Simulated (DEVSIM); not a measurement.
Structure: Au/HfO2/SiO2/n-Si capacitor, at 400 K.

```csv
layer (left to right),material,thickness (nm),Nd (cm⁻³)
1,HfO2,12.0,-
2,SiO2,1.40,-
3,Si,1000,3e17
```

Metal gate on the left, work function 5.1 eV. Fixed charge at the semiconductor interface 0 cm⁻² (in units of +e); no interface traps.

This is a model device: material constants are rounded textbook-type values typed into the input, and sizes, dopings and lifetimes were drawn at random. Values at 300 K; Nc and Nv go as T^1.5, mobilities as T to minus their exponent, the gap by Varshni's rule with the affinity fixed.

```tsv
parameter	HfO2	SiO2	Si
gap (eV)	5.7	9	1.124
affinity (eV)	2.5	0.9	4.05
permittivity	22	3.9	11.7
Nc (cm⁻³)	-	-	2.86e19
Nv (cm⁻³)	-	-	3.1e19
Varshni α (eV/K)	-	-	0.000473
Varshni β (K)	-	-	636
```

Model (solved in DEVSIM): 1D Poisson equation in equilibrium, Boltzmann statistics, complete ionisation; no quantum confinement or tunnelling. Metal contacts follow the ideal Schottky-Mott rule: no Fermi-level pinning, no interface dipoles.

The substrate doping was swept, all else fixed.

| substrate doping (cm^-3) | flat-band voltage (V) | threshold voltage (band bending 2φF) (V) | minimum of the low-frequency capacitance (μF/cm²) |
|---|---|---|---|
| 1.5e16 | 0.77 | 0.18 | 0.0549 |
| 3e16 | 0.80 | 0.13 | 0.0738 |
| 6e16 | 0.82 | 0.07 | 0.0943 |
| 1.5e17 | 0.85 | -0.04 | 0.134 |
| 3e17 | 0.88 | -0.15 | 0.173 |
| 6e17 | 0.90 | (withheld) | (withheld) |

What belongs in the gaps?


- 6e17, threshold voltage (band bending 2φF) (V): -0.30
- 6e17, minimum of the low-frequency capacitance (μF/cm²): 0.223
